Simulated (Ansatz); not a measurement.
## WC: stress against strain

WC (WC type, P-6m2, 10.128 Å³/atom at rest, c along z) under an equal strain ε in the (0001) plane with the normal axis free, as in a coherent film. LDA in Ansatz, a plane-wave DFT program (PAW, default set), 420 eV, 23×23×20 Γ-centred mesh, Fermi-Dirac smearing 0.10 eV; ions are relaxed within the symmetry of each cell. Stress is positive for a compressed cell.

Here s stands for strain and y for stress xx.

| strain (%) | stress xx (GPa) |
|---|---|
| -3.00 | ? |
| -1.50 | 14.97 |
| -1.00 | 9.77 |
| -0.50 | 4.78 |
| 0.00 | 0.00 |
| 0.50 | -4.57 |
| 1.00 | -8.96 |
| 1.50 | -13.15 |

Taking a straight line for y over the 7 complete rows: Means: s 0, y 0.406. About the means, the sum of products is -65.585 and the sum of squares of s is 7.0000; the slope is their ratio. Least squares gives y = 0.406 - 9.3693·s. Residuals (row less fit): 0.510, -0.005, -0.311, -0.406, -0.291, 0.003, 0.498; standard error 0.413 (degrees of freedom: 5). The slope gives the biaxial elastic modulus of this plane = 937 ± 16 GPa.

**Question.** Estimate the missing y (s = -3.00); what did the run itself give?

**Answer.** y = 0.406 - 9.3693 × (-3.0) = 28.514 GPa. The calculation gives 31.87 GPa, 3.356 GPa above the prediction (7.5 % of the range of y in the table). The row lies outside the fitted rows, so this is an extrapolation. From the scatter of the fitted rows alone, a prediction at this place has a standard error of 0.644 GPa, so the miss is 5.2 times that.

One order more, fitted to all 13 runs of the series, follows each within 0.06, so the miss is the next term of a smooth law. In a metal these values are sensitive to mesh and smearing; energies are taken to zero smearing, stresses follow the free energy. Rows are the converged runs of the series near zero and its far end; series whose fitted rows scatter by over a few per cent of the range, as at a crossing or softening among them, aren't shown in this form. Most that stay on the fit to the last digits aren't either.
